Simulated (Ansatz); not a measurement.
Take MgO in the rock salt structure (space group Fm-3m, No. 225) as the base.

```
CELL_PARAMETERS angstrom
      0.00000     2.10707     2.10707
      2.10707     0.00000     2.10707
      2.10707     2.10707     0.00000
ATOMIC_POSITIONS crystal
  Mg 0.00000 0.00000 0.00000
  O  0.50000 0.50000 0.50000
```

The values are results of PBEsol (Ansatz, a quantum-chemistry and plane-wave program; PAW; 420 eV plane waves; without spin-orbit coupling), not measurements.

Before the change:

- Pressure: 0.00 GPa
- Band gap: 4.62 eV
- Gap character: direct at Γ
- Hole mass: 0.38, 2.1, 2.1 mₑ (at Γ)

The change: the cell is scaled by 1.0374 in all directions; the atoms relax in the strained cell.

Q: Estimate the effect on the pressure, band gap, gap character and hole mass.

A: The pressure goes from zero to -13.82 GPa; the band gap falls by 0.98 eV to 3.64 eV; the gap character remains direct at Γ; the hole mass (degenerate bands, along [100]) goes from 0.38, 2.1, 2.1 mₑ (at Γ) to 0.35, 2.2, 2.2 mₑ (at Γ).

Masses are band curvatures over ±0.01 Å⁻¹ around the edge. No phonon test of stability was made. The base started in Pnma and relaxed to Fm-3m at this level.
